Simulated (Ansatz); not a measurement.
Convergence study of the k-point mesh at a smearing width of 0.02 eV for CaSiAu (P3m1, 3 atoms in the cell)

```xyz
3
Lattice="4.3060 0.0000 0.0000 -2.1530 3.7291 0.0000 0.0000 0.0000 3.9228" Properties=species:S:1:pos:R:3 pbc="T T T"
Ca     0.0000     0.0000     0.0500
Si     2.1530     1.2430     1.9614
Au     0.0000     2.4860     1.9614
```

Method of the run: LDA (PW92), default PAW files made with PBE (plane waves; Ansatz, a quantum-chemistry and plane-wave program).

Base settings: basis.ecutwfc = 420 eV; kpoints.mp_grid.grid = 9 9 9; hamiltonian.xc = lda; hamiltonian.pseudopotentials = {kind: paw} (the program's default PAW files); scf.occupations.method = fermi_dirac; scf.occupations.width = 0.1 eV.

In this ladder: scf.occupations.width = 0.02 eV.

Only quantities that move along the ladder and can be compared are tabulated.

The count of work is k-points × plane waves × bands × iterations; it is no time. Core times come from one kind of shared machine, to one figure; runs under 30 s give none.

The starting cell comes from a database of computed structures (which also holds hypothetical and non-ambient phases and stackings), without a prior relaxation at this level. Its lattice was rescaled by up to half a per cent. One atom was moved a little off its site on purpose. In the base run, with a pressure of about -3 GPa the cell is away from its equilibrium volume at this level. Ansatz's pressure includes its estimate of the finite-basis (Pulay) stress.

| kpoints.mp_grid.grid | free energy less the last step's (meV/atom) | pressure (GPa) | largest difference of a force vector from the last step's (eV/Å) | count of work / last | core time / last (rough) |
|---|---|---|---|---|---|
| 3 3 3 | -29.35 | -4.31 | 0.052 | 0.0081 | – |
| 4 4 4 | 9.52 | -3.56 | 0.017 | 0.015 | – |
| 5 5 4 | -16.69 | -3.72 | 0.025 | 0.020 | – |
| 6 6 5 | -5.07 | -3.27 | 0.010 | 0.027 | – |
| 7 7 6 | 1.37 | -3.37 | 0.008 | 0.046 | – |
| 8 8 8 | 3.23 | -3.41 | 0.003 | 0.075 | – |
| 10 10 9 | -0.59 | -3.37 | 0.002 | 0.12 | – |
| 12 12 11 | 1.56 | -3.35 | 0.005 | 0.20 | – |
| 14 14 14 | -0.03 | -3.41 | 0.003 | 0.33 | 0.3 |
| 17 17 16 | -0.04 | -3.38 | 0.001 | 0.54 | 0.5 |
| 21 21 20 | 0.00 | -3.39 | 0.000 | 1.0 | 1 |

Coarsest kpoints.mp_grid.grid that holds the pressure within 0.1 GPa of the last step, with all finer ones: 7 7 6, at 0.046 of the last step's count of work; the step before is off by 0.13 GPa.

Coarsest kpoints.mp_grid.grid that holds the forces within 0.02 eV/Å of the last step, with all finer ones: 6 6 5, at 0.027 of the last step's count of work; the step before is off by 0.025 eV/Å.

Coarsest kpoints.mp_grid.grid that holds the free energy within 2 meV/atom of the last step, with all finer ones: 10 10 9, at 0.12 of the last step's count of work; the step before is off by 3.2 meV/atom.

Keys are those of Ansatz 0.2.
